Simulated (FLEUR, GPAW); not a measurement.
A GPAW input for a self-consistent single point of TaAl3 (I4/mmm, 4 atoms in the cell) (DFT PBEsol, plane waves, GPAW PAW datasets PBEsol (made by gpaw-setup)):

```python
from ase import Atoms
from ase.units import GPa
from gpaw import GPAW, PW

atoms = Atoms(['Ta', 'Al', 'Al', 'Al'],
              cell=[[-1.917100, 1.917100, 4.251295],
                    [1.917100, -1.917100, 4.251295],
                    [1.917100, 1.917100, -4.251295]],
              scaled_positions=[[0.000000, 0.000000, 0.000000],
                                [0.500000, 0.500000, 0.000000],
                                [0.750000, 0.250000, 0.500000],
                                [0.250000, 0.750000, 0.500000]],
              pbc=True)

calc = GPAW(mode=PW(600),
            xc='PBEsol',
            kpts=(11, 11, 11),
            occupations={'name': 'methfessel-paxton', 'width': 0.1, 'order': 0},
            nbands=-8,
            convergence={'density': 1e-05},
            symmetry={'symmorphic': False, 'tolerance': 0.0005},
            maxiter=150,
            txt='-')

atoms.calc = calc

energy = atoms.get_potential_energy()
print('Energy (eV):', round(energy, 6))
forces = atoms.get_forces()
print('Forces (eV/Ang):')
print(forces.round(5))
stress = atoms.get_stress()
print('Stress (GPa, Voigt):', (stress / GPa).round(4))
```

Problem. Give the FLEUR input for the same structure, mesh, smearing and functional.

Solution. One input that does it (others would too):

Input of the input generator:

```
scf TaAl3
&input film=f /
-3.6227939535 3.6227939535 8.0337832250
3.6227939535 -3.6227939535 8.0337832250
3.6227939535 3.6227939535 -8.0337832250
1.0
1.0 1.0 1.0

4
73 0.0000000000 0.0000000000 0.0000000000
13 0.5000000000 0.5000000000 0.0000000000
13 0.7500000000 0.2500000000 0.5000000000
13 0.2500000000 0.7500000000 0.5000000000

&comp jspins=1 /
&exco xctyp='PBEs' /
&kpt div1=11 div2=11 div3=11 /
&end /
```

```xml
<?xml version="1.0" encoding="UTF-8" standalone="no"?>
<fleurInput fleurInputVersion="0.39">
   <comment>
      scf TaAl3                                                                                           
   </comment>
   <calculationSetup>
      <cutoffs Kmax="4.3" Gmax="12.9" GmaxXC="12.9" numbands="0"/>
      <scfLoop itmax="100" minDistance="0.00001" maxIterBroyd="99" imix="Anderson" alpha="0.05" precondParam="0.0" spinf="2.0"/>
      <coreElectrons ctail="T" frcor="F" kcrel="0" coretail_lmax="0"/>
      <xcFunctional name="PBEs" relativisticCorrections="F"/>
      <magnetism jspins="1"/>
      <soc l_soc="F" theta="0.0" phi="0.0" spav="F"/>
      <expertModes spex="0" secvar="F"/>
      <geometryOptimization l_f="T" forcealpha="1.0" forcemix="BFGS" epsdisp="0.00001" epsforce="0.00001"/>
      <ldaU l_linMix="F" mixParam="0.05" spinf="1.0"/>
   </calculationSetup>
   <cell>
      <bzIntegration valenceElectrons="36.0" mode="gauss" fermiSmearingEnergy="0.00367493">
         <kPointListSelection listName="default-1"/>
         <!-- k-points included here -->
         <xi:include xmlns:xi="http://www.w3.org/2001/XInclude" href="kpts.xml"> </xi:include>
      </bzIntegration>
      <!-- symmetry operations included here -->
      <xi:include xmlns:xi="http://www.w3.org/2001/XInclude" href="sym.xml"> </xi:include>
      <bulkLattice scale="1.0">
         <bravaisMatrix>
            <row-1>   -3.6227939535000000     3.6227939535000000     8.0337832250000005</row-1>
            <row-2>    3.6227939535000000    -3.6227939535000000     8.0337832250000005</row-2>
            <row-3>    3.6227939535000000     3.6227939535000000    -8.0337832250000005</row-3>
         </bravaisMatrix>
      </bulkLattice>
   </cell>
   <atomSpecies>
      <species name="Tantalum (Ta)" element="Ta" atomicNumber="73">
         <mtSphere radius="2.68" gridPoints="925" logIncrement="0.014"/>
         <atomicCutoffs lmax="10" lnonsphr="8"/>
         <electronConfig flipSpins="F">
            <coreConfig>(1s1/2) (2s1/2) (2p1/2) (2p3/2) (3s1/2) (3p1/2) (3p3/2) (4s1/2) (3d3/2) (3d5/2) (4p1/2) (4p3/2) (4d3/2) (4d5/2)</coreConfig>
            <valenceConfig>(5s1/2) (5p1/2) (5p3/2) (6s1/2) (4f5/2) (4f7/2) (5d3/2) (5d5/2)</valenceConfig>
            <stateOccupation state="(5d3/2)" spinUp="0.6" spinDown="0.6"/>
            <stateOccupation state="(5d5/2)" spinUp="0.9" spinDown="0.9"/>
         </electronConfig>
         <energyParameters s="6" p="6" d="5" f="5"/>
         <lo type="SCLO" l="0" n="5" eDeriv="0"/>
         <lo type="SCLO" l="1" n="5" eDeriv="0"/>
         <lo type="SCLO" l="3" n="4" eDeriv="0"/>
      </species>
      <species name="Aluminum (Al)" element="Al" atomicNumber="13">
         <mtSphere radius="1.89" gridPoints="651" logIncrement="0.017"/>
         <atomicCutoffs lmax="8" lnonsphr="6"/>
         <electronConfig flipSpins="F">
            <coreConfig>(1s1/2) (2s1/2) (2p1/2) (2p3/2)</coreConfig>
            <valenceConfig>(3s1/2) (3p1/2) (3p3/2)</valenceConfig>
            <stateOccupation state="(3p1/2)" spinUp="0.1666666666667" spinDown="0.1666666666667"/>
            <stateOccupation state="(3p3/2)" spinUp="0.3333333333333" spinDown="0.3333333333333"/>
         </electronConfig>
         <energyParameters s="3" p="3" d="3" f="4"/>
      </species>
   </atomSpecies>
   <atomGroups>
      <atomGroup species="Tantalum (Ta)">
         <relPos label="                   1">.0000000000 .0000000000 .0000000000</relPos>
         <force calculate="T" relaxXYZ="TTT"/>
      </atomGroup>
      <atomGroup species="Aluminum (Al)">
         <relPos label="                   2">1.000/2.000 1.000/2.000 .0000000000</relPos>
         <force calculate="T" relaxXYZ="TTT"/>
      </atomGroup>
      <atomGroup species="Aluminum (Al)">
         <relPos label="                   3">-1.000/4.000 1.000/4.000 1.000/2.000</relPos>
         <relPos label="                   4">1.000/4.000 -1.000/4.000 1.000/2.000</relPos>
         <force calculate="T" relaxXYZ="TTT"/>
      </atomGroup>
   </atomGroups>
   <output dos="F" band="F" slice="F">
      <checks vchk="F" cdinf="F"/>
      <bandDOS minEnergy="-.5*Htr" maxEnergy="0.5*Htr" sigma="0.015" storeEVData="T"/>
      <vacuumDOS vacdos="F" integ="F" star="F" nstars="0" locx1="0.0" locy1="0.0" locx2="0.0" locy2="0.0" nstm="0" tworkf="0.0"/>
      <unfoldingBand unfoldBand="F" supercellX="1" supercellY="1" supercellZ="1"/>
      <plotting iplot="0" polar="F">
         <plot TwoD="T" vec1="  1.0  0.0  0.0" vec2="  0.0  1.0  0.0" vec3="  0.0  0.0  1.0" zero="  0.0  0.0  0.0" file="plot"/>
      </plotting>
      <chargeDensitySlicing numkpt="0" minEigenval="0.0" maxEigenval="0.0" nnne="0" pallst="F"/>
      <specialOutput eonly="F"/>
      <magneticCircularDichroism mcd="F" energyLo="-10.0" energyUp="0.0"/>
   </output>
  <!-- We include the file relax.xml here to enable relaxations (see documentation) -->
  <xi:include xmlns:xi="http://www.w3.org/2001/XInclude" href="relax.xml"> <xi:fallback/> </xi:include>
</fleurInput>
```

Basis, cutoffs, solver keys and any potentials are the target program's own. This input uses DFT, PBEsol, all-electron FLAPW (FLEUR), scalar-relativistic valence.

The starting cell comes from a database of computed structures (which also holds hypothetical and non-ambient phases and stackings), without a prior relaxation at this level.
